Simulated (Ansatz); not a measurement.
## SnI₂ (within 0.1 Å of C2/m, No. 12; cell taken from a computed entry)

Level of theory: r²SCAN-D4 in Ansatz (PAW).

Run with plane-wave cutoff 500 eV, 10×6×4 k mesh (along the axes of the cell as run), gaussian smearing 0.02 eV, scalar-relativistic PAW data made under PBE.

Cell (relaxed at this level):

SnI2 has the monoclinic space group C2/m (No. 12), Pearson symbol mS18. Lattice parameters: a = 14.3345 Å, b = 4.4622 Å, c = 11.0322 Å, α = 90.00°, β = 92.04°, γ = 90.00°. Sn1 on 2a is surrounded by 6 I at 3.155–3.204 Å (octahedral). Sn2 on 4i sees 5 I at 3.014–3.249 Å (square pyramidal). I1 on 4i sees 3 Sn at 3.163–3.204 Å (trigonal pyramidal). I2 on 4i has 1 Sn at 3.014 Å and 2 Sn at 3.249 Å (trigonal pyramidal). I3 on 4i is coordinated by 2 Sn at 3.155 Å (bent). (Neighbours: up to the widest gap in distance over summed covalent radii, below 1.35, at either atom; cation-cation and far metal-metal contacts left out.)
(The calculation used a cell of 9 atoms; values per cell refer to that cell.)

```json
{
  "band_gap": "1.92 eV (on the SCF k mesh)"
}
```

Spin–orbit coupling is not included; with these elements it can move the gap by several tenths of an eV or more.

Static lattice: no zero-point or thermal effects.

Computing time: about 23 core-minutes (a rough figure).

Ansatz is a program for electronic structure.
